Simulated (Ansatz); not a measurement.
Base system: TaN in the rock salt structure (space group Fm-3m, No. 225; a = 4.376 Å).

Modification: every Ta is replaced by Y, then cell and atoms are relaxed.

Levels (all Ansatz, a program for electronic structure, PAW): PBEsol (420 eV, no spin-orbit coupling); HSE06+SOC (420 eV, with spin-orbit coupling).

The geometry is relaxed with PBEsol.

- PBEsol valence-band top at Γ: 0.00, 0.00, 0.00 eV
- PBEsol lowest conduction level above the VBM at special points: X 0.08 eV; U 2.43 eV; K 2.43 eV; Γ 3.13 eV

Q: What does HSE06+SOC give at this geometry for the valence-band top at Γ and lowest conduction level above the VBM at special points?

A: The valence-band top at Γ (three highest Kramers pairs, from the VBM) goes from 0.00, 0.00, 0.00 eV to 0.00, 0.00, -0.07 eV; the lowest conduction level above the VBM at special points becomes X 1.03 eV; U 3.51 eV; K 3.51 eV; Γ 4.31 eV (PBEsol: X 0.08 eV; U 2.43 eV; K 2.43 eV; Γ 3.13 eV). The threefold valence maximum splits by Δso ≈ 0.07 eV.

Single points use the geometry relaxed with PBEsol. The hybrid gap comes from the SCF mesh plus the semilocal run's edge points and a few special points and is an upper bound. Differences between runs with and without spin-orbit coupling are approximate. The levels and masses belong to the bands next to the band gap. No phonon test of stability was made. The runs without spin-orbit coupling are not spin-polarised. This is not the structure that TaN has at room temperature and ambient pressure.
